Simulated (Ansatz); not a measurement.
Worked example: self-consistent single point of ScAl (P4mm, 2 atoms in the cell) in Ansatz (a first-principles code).

Method of the run: PBEsol, default PAW files made with PBE (plane waves; Ansatz).

The change in words: lattice scaled by 0.98. Reference geometry:
```
ScAl
1.0
    3.38046     0.00000     0.00000
    0.00000     3.38046     0.00000
    0.00000     0.00000     3.38046
Sc Al
1 1
Direct
  0.50000   0.50000   0.51479
  0.00000   0.00000   0.00000
```

Reference input (self-consistent single point, DFT, PBEsol, plane waves, default PAW files made with PBE): basis.ecutwfc = 420 eV; kpoints.mp_grid.grid = 10 10 10; hamiltonian.xc = pbesol; hamiltonian.pseudopotentials = {kind: paw} (the program's default PAW files); scf.occupations.method = fermi_dirac; scf.occupations.width = 0.1 eV. This run's input differs from it in these lines:

```diff
@@ -3,7 +3,7 @@
   lattice:
-    - [3.38046100, 0.00000000, 0.00000000]
-    - [0.00000000, 3.38046100, 0.00000000]
-    - [0.00000000, 0.00000000, 3.38046100]
+    - [3.31285200, 0.00000000, 0.00000000]
+    - [0.00000000, 3.31285200, 0.00000000]
+    - [0.00000000, 0.00000000, 3.31285200]
   atoms:
-    - { symbol: Sc, position_ang: [1.69023050, 1.69023050, 1.74023090] }
+    - { symbol: Sc, position_ang: [1.65642600, 1.65642600, 1.70542639] }
     - { symbol: Al, position_ang: [0.00000000, 0.00000000, 0.00000000] }
```

Log, with long lists cut:

```
SCF iter   1: F=—  HF=-2636.850541 eV  |F-HF|=—  |Δ(HF+E_count)|=         —  Δρ=2.55e-3  dr2=3.14e-3  ethr=1.77e-3  ⟨swp⟩=5.0  Hψ=7335  notcnv=0
all-band conjugate gradients solve this SCF's bands
preconditioner: auto → none
SCF iter   2: F=—  HF=-2636.849593 eV  |F-HF|=—  |Δ(HF+E_count)|=   9.48e-4  Δρ=1.57e-3  dr2=1.33e-3  ethr=2.24e-5  ⟨swp⟩=1.0  Hψ=2405  notcnv=0
SCF iter   3: F=—  HF=-2636.849153 eV  |F-HF|=—  |Δ(HF+E_count)|=   4.40e-4  Δρ=4.73e-4  dr2=1.13e-4  ethr=9.49e-6  ⟨swp⟩=2.0  Hψ=1772  notcnv=0
SCF iter   4: F=—  HF=-2636.849120 eV  |F-HF|=—  |Δ(HF+E_count)|=   3.26e-5  Δρ=1.01e-4  dr2=5.30e-6  ethr=8.06e-7  ⟨swp⟩=3.0  Hψ=2499  notcnv=0
SCF iter   5: F=—  HF=-2636.849146 eV  |F-HF|=—  |Δ(HF+E_count)|=   2.61e-5  Δρ=2.48e-5  dr2=2.61e-7  ethr=3.79e-8  ⟨swp⟩=2.4  Hψ=2019  notcnv=0
SCF iter   6: F=-2636.849146 eV  HF=-2636.849146 eV  |F-HF|=5.77e-9  |Δ(HF+E_count)|=   9.49e-8  Δρ=4.34e-6  dr2=7.05e-9  ethr=7.14e-10  ⟨swp⟩=4.9  Hψ=5820  notcnv=0
SCF 1 converged in 6 iterations: F = -2636.849146 eV  dr2 = 7.05e-9
Free energy (F): -2636.849146 eV
Internal energy: -2636.822066 eV  (E = F + TS)
E sigma→0 (E₀):  -2636.835606 eV
Entropy (-TS):   -0.027081 eV (-13.540 meV/atom)
Fermi energy:    10.124149 eV
--- Forces (eV/Å), atoms counted from 1 ---
  atom   1  Sc     0.00000000     0.00000000    -0.28061175
  atom   2  Al    -0.00000000     0.00000000     0.28060843
--- Stress (GPa, compression-positive) ---
        2.651684       0.000000      -0.000000
        0.000000       2.651684       0.000000
       -0.000000       0.000000       2.599301
  P = ⅓ Tr σ = 2.6342 GPa (26.342 kbar)
  The stress holds the Pulay correction. Without it, at fixed plane waves, as pw.x and ABINIT print it: P = 2.5992 GPa
```

The run converged in 6 iterations. Against the reference run the free energy stays essentially unchanged (within 1 meV/atom), the pressure goes from -2.30 to 2.63 GPa and the largest force goes from 0.236 to 0.281 eV/Å.

The starting cell comes from a database of computed structures (which also holds hypothetical and non-ambient phases and stackings), without a prior relaxation at this level. Its lattice was rescaled by up to half a per cent. One atom was moved a little off its site on purpose. For this run, on top of that: lattice scaled by 0.98. Ansatz's pressure includes its estimate of the finite-basis (Pulay) stress.

Keys are those of Ansatz 0.2.
